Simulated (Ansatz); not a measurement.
## As (model structure, started from the C4 type, I4₁32, No. 214, 4 atoms in the cell): cohesive energy by level of theory

No measured value is used here.

| level (code) | value (eV/atom) | cell (Å³/atom) |
|---|---|---|
| LDA (Ansatz) | 3.17 | 40.05 |
| PBE (Ansatz) | 2.32 | 42.74 |
| PBEsol (Ansatz) | ___ | 41.11 |
| PBE-D3(BJ) (Ansatz) | 2.51 | 41.65 |
| r²SCAN (Ansatz) | ___ | 41.03 |
| r²SCAN+rVV10 (Ansatz) | 2.25 | 40.58 |

Task: Some entries are withheld; supply them.

Result: 
- PBEsol (Ansatz, a quantum-chemistry and plane-wave program), value (eV/atom): 2.64
- r²SCAN (Ansatz), value (eV/atom): 2.13

Free atoms are spin-polarised, in the lowest state found; at levels without +SOC their spin–orbit coupling is left out.  Each level is taken at its own relaxed cell. Cutoffs differ between the levels. Ansatz's density-functional and Hartree–Fock values are scalar-relativistic unless marked +SOC, with PAW data made under PBE.

A model structure was made by putting elements into a prototype or built by hand; it is no filed structure, need not be a known phase, and can be a saddle point held by its symmetry.
